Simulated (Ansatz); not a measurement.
Cubic perovskite CsCdCl3, treated with BLYP (Ansatz, a quantum-chemistry and plane-wave program, PAW).

Numerical settings: plane-wave cutoff 520 eV, 8×8×8 k mesh, Fermi–Dirac smearing 0.01 eV, scalar-relativistic PAW data made under PBE.

A third-order Birch–Murnaghan fit to the energies gives V0 = 32.050 Å³/atom, B0 = 25.7 GPa, B′ = 5.0.

```tsv
V (Å³/atom)	P (GPa)
30.127	1.858
30.768	1.163
31.409	?
32.050	0.000
32.691	?
33.332	?
33.973	?
```

### Question
Estimate the withheld pressures from this fit; the answers are the runs' own values.

### Answer

- 31.409, P (GPa): 0.547
- 32.691, P (GPa): -0.485
- 33.332, P (GPa): -0.915
- 33.973, P (GPa): -1.296

The formula P = (3/2) B0 (x^(7/3) − x^(5/3)) [1 + (3/4)(B′ − 4)(x^(2/3) − 1)] with x = V0/V meets the computed pressures within 0.01 GPa when these rounded values are put in.

Note: the cell is over a tenth larger than the published one: the level's own overestimate first of all, though another phase or state, or a fault of the published cell, is possible.

Spin–orbit coupling is not included.

The computed numbers hold no vibrational or temperature effects.
